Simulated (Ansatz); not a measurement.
For ZrSi (model structure, started from the CsCl type, Pm-3m, No. 221, 2 atoms in the cell), PBE in Ansatz (plane waves, PAW) gives:

| Property | Value |
|---|---|
| equilibrium lattice constant a | 3.316 Å |
| formation enthalpy | -0.352 eV/atom |

Question: What does PBE-D3(BJ) in Ansatz (plane waves, PAW) give for the same quantities?

Answer: 
- lattice constant a: 3.274 Å (decreases by 1.3 %)
- formation enthalpy: -0.433 eV/atom (moves by -0.081 eV/atom)

Changes are worked out from the printed values.

Unless a cell is named, each level is at its own relaxed cell (PBE 18.24, PBE-D3(BJ) 17.55 Å³/atom).

Ansatz's density-functional and Hartree–Fock values are scalar-relativistic unless marked +SOC, with PAW data made under PBE.

A model structure was made by putting elements into a prototype or built by hand; it is no filed structure, need not be a known phase, and can be a saddle point held by its symmetry.

Ansatz is a quantum-chemistry and plane-wave program.
